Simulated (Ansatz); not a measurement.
## What isotropic strain −1.00 % does to WC

Base system: WC (space group P-6m2, No. 187; a = 2.913 Å, c = 2.835 Å; relaxed with 0.1 eV smearing).

Now apply this change: an isotropic linear strain of −1.00 %; the atoms relax in the strained cell.

All numbers come from Kohn–Sham DFT with the r2SCAN functional, run in Ansatz (a quantum-chemistry and plane-wave program) with PAW and 500 eV plane waves, no spin-orbit coupling. Settings: 23×23×20 k-points, 0.1 eV Fermi–Dirac smearing.

The volume per atom shrinks by 0.31 Å³, from 10.42 Å³ to 10.11 Å³ and the space group stays P-6m2 (No. 187). The shortest interatomic distance decreases by 0.022 Å (2.199 Å → 2.177 Å) and the energy rises by 12 meV/atom. The band gap remains zero.

Final structure:

```
CELL_PARAMETERS angstrom
      2.88355     0.00000     0.00000
     -1.44178     2.49723     0.00000
      0.00000     0.00000     2.80700
ATOMIC_POSITIONS crystal
  W  0.00000 0.00000 0.00000
  C  0.33333 0.66667 0.50000
```

No phonon test of stability was made. The final runs are not spin-polarised.
